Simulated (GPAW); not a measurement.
A self-consistent single point of HgTe (F-43m, 2 atoms in the cell) with GPAW

Method of the run: PBE, GPAW PAW datasets PBE (gpaw-data 1.0.1) (plane waves; GPAW).

Input:

```python
from ase import Atoms
from ase.units import GPa
from gpaw import GPAW, PW, FermiDirac

atoms = Atoms(['Hg', 'Te'],
              cell=[[0.000000, 3.288463, 3.288463],
                    [3.288463, 0.000000, 3.288463],
                    [3.288463, 3.288463, 0.000000]],
              scaled_positions=[[0.000000, 0.000000, 0.000000],
                                [0.250000, 0.250000, 0.250000]],
              pbc=True)

calc = GPAW(mode=PW(550),
            xc='PBE',
            kpts=(9, 9, 9),
            occupations=FermiDirac(0.05),
            nbands=-8,
            convergence={'bands': -6},
            symmetry={'symmorphic': False, 'tolerance': 0.0005},
            maxiter=150)

atoms.calc = calc

energy = atoms.get_potential_energy()
print('Energy (eV):', round(energy, 6))
forces = atoms.get_forces()
print('Forces (eV/Ang):')
print(forces.round(5))
stress = atoms.get_stress()
print('Stress (GPa, Voigt):', (stress / GPa).round(4))
```

Log, with long lists cut:

```
Input parameters:
  convergence: {bands: -6}
  kpts: [9 9 9]
  maxiter: 150
  mode: {ecut: 550.0,
         name: pw}
  nbands: -8
  occupations: {fixmagmom: False,
                name: fermi-dirac,
                width: 0.05}
  symmetry: {symmorphic: False,
             tolerance: 0.0005}
  xc: PBE

species:
  Hg:
    name: Mercury
    Z: 80.0
    valence: 18
    core: 62
    charge: 0.0
    file: Hg.PBE.gz

    # Using partial waves for Hg as LCAO basis

  Te:
    name: Tellurium
    Z: 52.0
    valence: 6
    core: 46
    charge: 0.0
    file: Te.PBE.gz

    # Using partial waves for Te as LCAO basis

Reference energy: -717946.462161  # eV

Spin-paired calculation

Convergence criteria:
 Maximum [total energy] change in last 3 cyles: 0.0005 eV / valence electron
 Maximum integral of absolute [dens]ity change: 0.0001 electrons / valence electron
 Maximum integral of absolute [eigenst]ate change: 4e-08 eV^2 / valence electron
 Maximum number of scf [iter]ations: 150

Symmetries present (total): 24
Symmetries with fractional translations: 0
729 k-points: 9 x 9 x 9 Monkhorst-Pack grid
35 k-points in the irreducible part of the Brillouin zone
       k-points in crystal coordinates                weights
   0:     0.00000000    0.00000000    0.00000000          1/729
   1:     0.11111111    0.11111111    0.00000000          6/729
   2:     0.11111111    0.11111111    0.11111111          8/729
   [... 7 lines left out ...]
          ...
  34:     0.44444444    0.44444444    0.44444444          8/729

Wave functions: Plane wave expansion
  Cutoff energy: 550.000 eV
  Number of coefficients (min, max): 2064, 2098
  Pulay-stress correction: 0.000000 eV/Ang^3 (de/decut=0.000000)

Occupation numbers: Fermi-Dirac:
  width: 0.0500  # eV

Eigensolver

Densities:
  Coarse grid: 27*27*27 grid
  Fine grid: 54*54*54 grid
  Total Charge: 0.000000

Density mixing:
  Method: separate
  Backend: pulay
  Linear mixing parameter: 0.05
  old densities: 5
  Damping of long wavelength oscillations: 50

Hamiltonian:
  XC and Coulomb potentials evaluated on a 54*54*54 grid
  External potential:
    NoExternalPotential

XC parameters: PBE with 2 nearest neighbor stencil

Number of atoms: 2
Number of atomic orbitals: 16
Number of bands in calculation: 20
Number of valence electrons: 24
Bands to converge: 14

Density initialized from atomic densities
  16 bands from LCAO basis set
  4 bands from random numbers

Atomic positions and initial magnetic moments

Positions:
   0 Hg     0.000000    0.000000    0.000000    ( 0.0000,  0.0000,  0.0000)
   1 Te     1.644232    1.644232    1.644232    ( 0.0000,  0.0000,  0.0000)

Unit cell:
           periodic     x           y           z      points  spacing
  1. axis:    yes    0.000000    3.288463    3.288463    27     0.1406
  2. axis:    yes    3.288463    0.000000    3.288463    27     0.1406
  3. axis:    yes    3.288463    3.288463    0.000000    27     0.1406

  Lengths:   4.650589   4.650589   4.650589
  Angles:   60.000000  60.000000  60.000000

Effective grid spacing dv^(1/3) = 0.1535

     iter     time        total  log10-change:
                         energy   eigst   dens
iter:   1 --:--:--    -4.609762   +0.15
iter:   2 --:--:--    -4.580769   -1.14  -1.41
iter:   3 --:--:--    -4.536750   -1.52  -1.44
iter:   4 --:--:--    -4.546646   -2.60  -1.80
iter:   5 --:--:--    -4.511763   -1.84  -1.84
iter:   6 --:--:--    -4.509244   -3.33  -2.49
iter:   7 --:--:--    -4.508662c  -4.40  -2.77
iter:   8 --:--:--    -4.508932c  -4.80  -2.72
iter:   9 --:--:--    -4.510157c  -3.61  -2.80
iter:  10 --:--:--    -4.510384c  -4.07  -3.23
iter:  11 --:--:--    -4.510340c  -4.61  -3.48
iter:  12 --:--:--    -4.510342c  -5.52  -4.03c
iter:  13 --:--:--    -4.510342c  -6.06  -4.04c
iter:  14 --:--:--    -4.510340c  -7.23  -3.69
iter:  15 --:--:--    -4.510340c  -8.26c -3.84
iter:  16 --:--:--    -4.510340c  -8.38c -3.83
iter:  17 --:--:--    -4.510344c  -5.76  -3.83
iter:  18 --:--:--    -4.510344c  -6.84  -4.58c
iter:  19 --:--:--    -4.510344c  -7.64c -4.89c

Converged after 19 iterations.

Dipole moment: (-4.540305, -4.540305, -4.540305) |e|*Ang

Energy contributions relative to reference atoms: (reference = -717946.462161)

Kinetic:        +27.553245
Potential:      -23.132675
External:        +0.000000
XC:              -6.923291
Entropy (-ST):   -0.000497
Local:           -2.007374
SIC:             +0.000000
--------------------------
Free energy:     -4.510592
Extrapolated:    -4.510344

Showing only first 2 kpts
 Kpt  Band  Eigenvalues  Occupancy
  0    10      3.89200    1.60653
  0    11      3.89200    1.60653
  0    12      3.89200    1.60653
  0    13      8.24358    0.00000

  1    10      3.56118    1.99934
  1    11      3.56118    1.99934
  1    12      4.85914    0.00000
  1    13      7.68432    0.00000

Fermi level: 3.96235

No gap
No difference between direct/indirect transitions
Energy (eV): -4.510344

Forces in eV/Ang:
  0 Hg   -0.00000    0.00000   -0.00000
  1 Te    0.00000    0.00000    0.00000

Stress tensor:
    -0.007503     0.000000    -0.000000
     0.000000    -0.007503     0.000000
    -0.000000     0.000000    -0.007503
Stress (GPa, Voigt): [-1.2021 -1.2021 -1.2021  0.     -0.      0.    ]
```

The run converged in 19 iterations. GPAW prints stress with tension positive.

The starting cell has typed, rounded lattice constants, without a prior relaxation at this level. Its lattice was rescaled by a random factor within 2.5 % of one. Spin-orbit coupling is off. The run gives no clean gap (levels at the Fermi energy touch, overlap or are partly filled at this smearing), which alone does not show that the compound is a metal.

Cost on one core of a shared machine: roughly 40 s.
